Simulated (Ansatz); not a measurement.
System: C11b MoSi2. Method: PBE-D3(BJ) in Ansatz (PAW).

Numerical settings: plane-wave cutoff 520 eV, 24×24×24 k mesh, Fermi–Dirac smearing 0.05 eV, no spin polarisation, scalar-relativistic PAW data made under PBE.

Cell (relaxed at this level):

```
CELL_PARAMETERS angstrom
     -1.58928     1.58928     3.89787
      1.58928    -1.58928     3.89787
      1.58928     1.58928    -3.89787
ATOMIC_POSITIONS crystal
  Si 0.66537 0.66537 0.00000
  Si 0.33463 0.33463 0.00000
  Mo 0.00000 0.00000 0.00000
```

What does this level give for the bulk modulus and pressure derivative B′ of the bulk modulus?


* **bulk modulus**: 221 GPa
* **pressure derivative B′ of the bulk modulus**: 4.4

The run finds no gap.

Measured, for comparison: bulk modulus 222 ± 2 GPa (room temperature, not corrected to a static lattice, B' = 4; as tabulated in Structural stability of MoSi2 and Mo5Si3 under high pressure, Chin. Phys. B 26 …). Computed (rounded) less measured: bulk modulus -0.5 % (inside the measured uncertainty).

Note: the bulk modulus comes from volumes at which shape and atoms were relaxed.

Static lattice: no zero-point or thermal effects.

Computing time: very roughly 14 core-minutes.

Ansatz is an electronic-structure program.
